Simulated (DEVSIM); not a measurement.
System: Ru/La2O3/SiO2/p-Si capacitor, at 300 K.

Layer 1 from the left is La2O3, thickness (nm) 13.0. Layer 2 from the left is SiO2, thickness (nm) 0.960. Layer 3 from the left is Si, thickness (nm) 960, Na (cm⁻³) 3.6e17.

Metal gate on the left, work function 4.7 eV. Fixed charge at the semiconductor interface 0 cm⁻² (in units of +e); no interface traps.

This is a model device: material constants are rounded textbook-type values typed into the input, and sizes, dopings and lifetimes were drawn at random. Values at 300 K.

La2O3: gap (eV) 5.8, affinity (eV) 1.8, permittivity 27. SiO2: gap (eV) 9, affinity (eV) 0.9, permittivity 3.9. Si: gap (eV) 1.124, affinity (eV) 4.05, permittivity 11.7, Nc (cm⁻³) 2.86e19, Nv (cm⁻³) 3.1e19.

Task: Estimate by hand the flat-band voltage, the threshold voltage, and compare with a numerical solution.

Result: 
- Flat-band voltage: C = 1.22 μF/cm², work-function difference -0.359 V; VFB = φms − qNf/C = -0.36 V; numerical -0.36 V.
- Threshold voltage: φF = 0.448 V, depletion charge √(4εqNφF) = 3.27e-7 C/cm²; VT = VFB + 2φF + Qd/C = 0.81 V; numerical 0.81 V.

DEVSIM, 1D Poisson equation in equilibrium, Boltzmann statistics, complete ionisation; no quantum confinement or tunnelling. Metal contacts follow the ideal Schottky-Mott rule: no Fermi-level pinning, no interface dipoles.
